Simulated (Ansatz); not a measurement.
KTaO3, response to strain

Consider KTaO$_{3}$ in the cubic perovskite structure (space group Pm-3m, No. 221; a = 3.952 Å). Axes: x, y, z lie along the cube axes.

Strains are applied to the cell and any free atomic positions relax; under biaxial strain the out-of-plane vector relaxes too.

All numbers come from Ansatz (a program for electronic structure) LDA, no spin-orbit coupling.

Notes on the quantities. in-plane stress: mean in-plane stress (compression positive).

```tsv
variant	in-plane stress	ratio −ε⊥/ε∥
biaxial strain −2.50 %, plane normal [111], relaxed out of plane	+9.8 GPa	0.89
biaxial strain −2.00 %, plane normal [111], relaxed out of plane	+7.8 GPa	0.89
biaxial strain −1.50 %, plane normal [111], relaxed out of plane	+5.8 GPa	0.88
biaxial strain −1.00 %, plane normal [111], relaxed out of plane	+3.8 GPa	0.87
biaxial strain −0.50 %, plane normal [111], relaxed out of plane	+1.9 GPa	–
```

Stability against distortions was not tested.
